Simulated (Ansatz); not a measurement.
## Response to strain in MoTe2

Take MoTe₂ (space group P6_3/mmc, No. 194; a = 3.4340 Å, c = 13.3294 Å; layered, stacked along the Cartesian z axis) as the base.

Strains are applied to the cell and any free atomic positions relax.

Computed with PBEsol-D3(BJ) (Ansatz, a program for electronic structure; PAW; 420 eV plane waves; no spin-orbit coupling).

Candidates:
(a) isotropic strain +2.40 %
(b) isotropic strain +1.80 %
(c) isotropic strain +3.00 %
(d) isotropic strain +1.20 %

Before the change:

| Quantity | Value |
|---|---|
| Smallest direct gap | 0.79 eV |

Order them by smallest direct gap, highest first.

(b) isotropic strain +1.80 % (1.04 eV), (a) isotropic strain +2.40 % (1.01 eV), (c) isotropic strain +3.00 % (0.98 eV), (d) isotropic strain +1.20 % (0.96 eV)

With Te present, leaving out spin-orbit coupling can change the band edges. Stability against distortions was not tested.
